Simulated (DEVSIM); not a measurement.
Device: Schottky contact on n-type Si, at 400 K.

Layer 1 from the left is Si, thickness (μm) 0.400, Nd (cm⁻³) 5.6e16, τn (s) 8.3e-5, τp (s) 8.3e-5.

Left contact: Schottky, work function 4.94 eV, emission velocity 4.1e6 cm/s. Right contact: ohmic. Voltage is applied to the left contact. Recombination: SRH at mid-gap, radiative, Auger. Mobility is μmin + (μ − μmin)/(1 + (N/Nref)^α).

Constants are typed, rounded textbook-type inputs, not results; the design itself was drawn at random and stands for no fabricated device. Values at 300 K; Nc and Nv go as T^1.5, mobilities as T to minus their exponent, the gap by Varshni's rule with the affinity fixed.

Si: gap (eV) 1.124, affinity (eV) 4.05, permittivity 11.7, Nc (cm⁻³) 2.86e19, Nv (cm⁻³) 3.1e19, μn (cm²/Vs) 1417, μp (cm²/Vs) 470, μn,min 52, μp,min 45, Nref,n 9.7e16, Nref,p 2.2e17, αn 0.68, αp 0.72, T exponent of μn 2.3, T exponent of μp 2.2, B (cm³/s) 4.7e-15, Cn (cm⁶/s) 2.8e-31, Cp (cm⁶/s) 9.9e-32, Varshni α (eV/K) 0.000473, Varshni β (K) 636.

Q: Estimate by hand the built-in potential, the peak field at zero bias, the capacitance at -1 V, and compare with a numerical solution.

A: 
- Built-in potential: barrier φB = 0.890 eV; Vbi = φB − kT/q ln(N_band/N) = 0.660 V; numerical 0.660 V.
- Peak field at zero bias: depletion approximation: W = √(2εVbi/(qN)) = 0.123 μm with N = 5.60e16 cm⁻³; field = 2Vbi/W = 107000 V/cm; numerical 109000 V/cm (estimate below by 1.7 %).
- Capacitance at -1 V: C = √(qεN / 2(Vbi + |V|)) = 52.9 nF/cm²; numerical 52.3 nF/cm² (estimate above by 1.1 %).

Model (solved in DEVSIM): 1D drift-diffusion, Boltzmann statistics, complete ionisation; no tunnelling, impact ionisation, image-force lowering or self-heating. Metal contacts follow the ideal Schottky-Mott rule: no Fermi-level pinning, no interface dipoles.
